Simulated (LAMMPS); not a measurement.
One set-up with several potentials: Si (diamond structure), a cell about 110 Å long along the (001) normal with half to two thirds of it melted and the whole then held at 1180 K and zero normal pressure.

Interatomic potentials used:
- MEAM Si_1.meam.spline: classical MD, pair style meam/spline, file Si_1.meam.spline (LAMMPS); Lenosky, Sadigh, Alonso, Bulatov, de la Rubia, Kim, Voter and Kress, Modell Simul Mater Sci Eng, 8, 825 (2000)
- Si.edip: classical MD, pair style edip, file Si.edip (LAMMPS); Justo, Bazant, Kaxiras, Bulatov and Yip, Phys Rev B, 58, 2539 (1998)
- Si.sw: classical MD, pair style sw, file Si.sw (LAMMPS); Stillinger and Weber,  Phys Rev B, 31, 5262, (1985)

```json
[
 {"potential": "Si.edip", "speed": "1.70 ± 0.07 m/s", "direction": "the crystal grows", "rough cost (ms per atom and simulated ps)": "0.3 to 1"},
 {"potential": "MEAM Si_1.meam.spline", "speed": "11.2 ± 0.5 m/s", "direction": "the crystal grows", "rough cost (ms per atom and simulated ps)": "3 to 10"},
 {"potential": "Si.sw", "speed": "11.2 ± 0.6 m/s", "direction": "the crystal grows", "rough cost (ms per atom and simulated ps)": "1 to 3"}
]
```

Costs are rough: whole-run CPU time with set-up and analysis, from shared machines, in bands a factor of about three wide.

The ± values are statistical; the model's systematic error is not in them.
